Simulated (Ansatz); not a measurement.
Subject: the energy of the reaction as written. Reaction: 2 cell B → cell A. The sign is products less reactants.

Cell A: a sheet of composition Se2, 2 atoms, hexagonal cell of 4.34 Å (16.3 Å²), symmetry P-3m1, 0.6 Å thick under 17 Å of vacuum, in-plane vectors relaxed; planes from bottom to top: Se × 2; a model cell; partly filled levels (a metallic host or states in the gap) with PBE; spin state with PBE: run without spin, k-point mesh 12×12×1.
```
CELL_PARAMETERS angstrom
      4.33819     0.00000     0.00000
     -2.16909     3.75698     0.00000
      0.00000     0.00000    17.15000
ATOMIC_POSITIONS crystal
  Se 0.33333 0.66667 0.51882
  Se 0.66667 0.33333 0.48118
```

Cell B: a sheet of composition Se, 1 atom, square cell of 2.64 Å (6.9 Å²), symmetry P4/mmm, 0.0 Å thick under 16 Å of vacuum, in-plane vectors relaxed; planes from bottom to top: Se; a model cell; partly filled levels (a metallic host or states in the gap) with PBE; spin state with PBE: run without spin, k-point mesh 14×14×1.
```
CELL_PARAMETERS angstrom
      2.63501     0.00000     0.00000
      0.00000     2.63501     0.00000
      0.00000     0.00000    16.00000
ATOMIC_POSITIONS crystal
  Se 0.00000 0.00000 0.50000
```

Plane-wave PAW calculations with Ansatz (a quantum-chemistry and plane-wave program), its default PAW set, cutoff 420 eV, 500 eV for r2SCAN. The structures are at rest with PBE; other levels are single points on them. Neutral cells; Fermi-Dirac smearing of at most 0.05 eV in the solids, energies taken to zero width. The lattices are those relaxed with PBE, so at other levels the solids can be strained, which adds to the spread. A dispersion term (D3(BJ), or D4 for r2SCAN) was computed beside these levels and is taken off wherever the name lacks it. Nuclei at rest; no vibrational terms. The cells' k-point meshes differ in density, so the last digit is unsettled. Cell A has symmetry P-3m1 and got no random move, so less symmetric positions, which may lie lower, weren't tried. Cell B has symmetry P4/mmm and got no random move, so less symmetric positions, which may lie lower, weren't tried.

Problem. Predict the value from r2SCAN.

Solution. 0.26 eV, for 2 cell B → cell A.

Problem. List the value at the remaining levels and say how far they part.

Solution. 
```
Method  value (eV)  less r2SCAN
------  ----------  -----------
PBE           0.18        -0.08
```

The levels span only 0.08 eV, too little to tell them apart.
